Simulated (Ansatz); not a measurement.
End structure of the (31-41) surface of hcp Mg in its 1x1 cell, outermost plane spacing 0.13 Å in the ideal cut:

```yaml
crystal:
  lattice:
    - [6.08742, 0.00000, 0.00000]
    - [-0.20348, 9.92056, 0.00000]
    - [0.00000, 0.00000, 26.50000]
  atoms:
    - { symbol: Mg, position: [0.68728, 0.90259, 0.31667] }
    - { symbol: Mg, position: [0.89379, 0.62628, 0.32115] }
    - { symbol: Mg, position: [0.96421, 0.16898, 0.34290] }
    - { symbol: Mg, position: [0.18404, 0.88309, 0.34203] }
    - { symbol: Mg, position: [0.24724, 0.43441, 0.36743] }
    - { symbol: Mg, position: [0.46377, 0.14539, 0.36926] }
    - { symbol: Mg, position: [0.52271, 0.69459, 0.39753] }
    - { symbol: Mg, position: [0.74450, 0.40840, 0.39978] }
    - { symbol: Mg, position: [0.81957, 0.95857, 0.42837] }
    - { symbol: Mg, position: [0.02871, 0.67280, 0.43192] }
    - { symbol: Mg, position: [0.10858, 0.22433, 0.45534] }
    - { symbol: Mg, position: [0.31890, 0.93716, 0.45806] }
    - { symbol: Mg, position: [0.38832, 0.48782, 0.48418] }
    - { symbol: Mg, position: [0.60785, 0.20090, 0.48580] }
    - { symbol: Mg, position: [0.66669, 0.75059, 0.51420] }
    - { symbol: Mg, position: [0.88623, 0.46366, 0.51582] }
    - { symbol: Mg, position: [0.95564, 0.01432, 0.54194] }
    - { symbol: Mg, position: [0.16596, 0.72716, 0.54466] }
    - { symbol: Mg, position: [0.24583, 0.27869, 0.56808] }
    - { symbol: Mg, position: [0.45497, 0.99292, 0.57163] }
    - { symbol: Mg, position: [0.53005, 0.54309, 0.60022] }
    - { symbol: Mg, position: [0.75183, 0.25689, 0.60247] }
    - { symbol: Mg, position: [0.81077, 0.80609, 0.63074] }
    - { symbol: Mg, position: [0.02731, 0.51707, 0.63257] }
    - { symbol: Mg, position: [0.09050, 0.06839, 0.65797] }
    - { symbol: Mg, position: [0.31033, 0.78251, 0.65710] }
    - { symbol: Mg, position: [0.38075, 0.32520, 0.67885] }
    - { symbol: Mg, position: [0.58726, 0.04890, 0.68333] }
```

Slab: 28 atoms, 10.0 Å thick at the start (thin: gaps and levels are the slab's own); k 6x4x1, smearing 0.1 eV, dipole-corrected; all atoms relaxed; held to the start's symmetry, so lower structures may exist; no spin, no spin-orbit, no U.

**Question.** Estimate the surface energy (mean of both faces) that PBE (Ansatz, a quantum-chemistry and plane-wave program) returns for this input.

**Answer.** 0.70 J/m²

**Question.** Estimate the work function of the top face that PBE returns for this input.

**Answer.** 3.54 eV
